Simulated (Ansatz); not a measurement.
# What pressure 0.9 GPa does to Si

Consider Si in the diamond structure (space group Fd-3m, No. 227; a = 5.4443 Å).

It is then changed as follows: a hydrostatic pressure of 0.9 GPa.

Level of theory: r2SCAN (Ansatz, a first-principles code), without spin-orbit coupling. Γ-centred 10×10×10 mesh, Fermi–Dirac width 0.05 eV.

```tsv
quantity	base	changed	shift
volume per atom	20.17 Å³	19.99 Å³	-0.18 Å³
density	2.31 g/cm³	2.33 g/cm³	+0.02 g/cm³
lattice parameter a	5.444 Å	5.428 Å	-0.0166 Å
shortest interatomic distance	2.357 Å	2.350 Å	-0.007 Å
enthalpy H = E + PV relative to the base's energy	–	+0.11 eV/atom	–
band gap	0.78 eV	0.76 eV	-0.02 eV
gap character	indirect, Γ → Γ–X (87 % along)	indirect, Γ → Γ–X (87 % along)	–
smallest direct gap	2.74 eV	2.74 eV	0.00 eV
width of the top valence band	4.00 eV	4.04 eV	+0.04 eV
electron mass	0.91 mₑ along k, 0.19 mₑ across (off the special points)	0.91 mₑ along k, 0.19 mₑ across (off the special points)	–
hole mass (degenerate bands, along [100])	0.17, 0.25, 0.25 mₑ (at Γ)	0.18, 0.25, 0.25 mₑ (at Γ)	–
valley order (the lowest conduction-band minima on the path, energy above the VBM, named in the base's zone)	a point along ⟨100⟩, about 1.0 Å⁻¹ from Γ 0.78 eV; L along ⟨111⟩ 1.84 eV	a point along ⟨100⟩, about 1.0 Å⁻¹ from Γ 0.76 eV; L along ⟨111⟩ 1.88 eV	–
```

Final structure:

```
Si
1.0
    0.00000     2.71384     2.71384
    2.71384     0.00000     2.71384
    2.71384     2.71384     0.00000
Si
2
Direct
  0.00000   0.00000   0.00000
  0.25000   0.25000   0.25000
```

Load acts through the strain it causes; cell and atoms are relaxed under it. Effective masses come from finite differences of ±0.01 Å⁻¹. Along k means along the line from Γ to the band edge. Stability against distortions was not tested.
